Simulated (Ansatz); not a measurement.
For ZrAl3 (Pm-3m), PBEsol, DFPT electron-phonon coupling, linearised Boltzmann equation run with Ansatz (a quantum-chemistry and plane-wave program) gives a transport coupling λ_tr = 0.393 and a Drude plasma energy ħω_p = 6.63 eV.

Task: Estimate the resistivity at 300 K from the high-temperature formula ρ = 2π λ_tr k_B T / (ħ ε₀ ω_p²), and say how the full Boltzmann solution compares.

Result: The scattering rate is 1/τ = 2π λ_tr k_B T/ħ = 9.70e13 s⁻¹ and ω_p = 1.01e16 s⁻¹, so ρ ≈ 10.8 μΩ·cm. The Boltzmann solution gives 9.54 μΩ·cm, 0.88 times the estimate; it lies lower because k_BT is not large against the phonon energies and the solution lets the distribution adjust.

A metal at this level (no band gap). Only scattering by harmonic phonons is included (no impurities, grain boundaries, electron-electron scattering or thermal expansion). Spin-orbit coupling is left out. The squared frequency of the phonon mode least converged on the k mesh is uncertain by about 11 %. Halving the electron mesh (20x20x20) moves the resistivity by up to 11 % at 300 K, the coupling by up to 3 %. Smearing 0.20 eV; phonons on a 4x4x4 q mesh, which this run doesn't test.

Computed structure with no diffraction record at hand here (it may be known, metastable or hypothetical): ZrAl3 (Pm-3m).
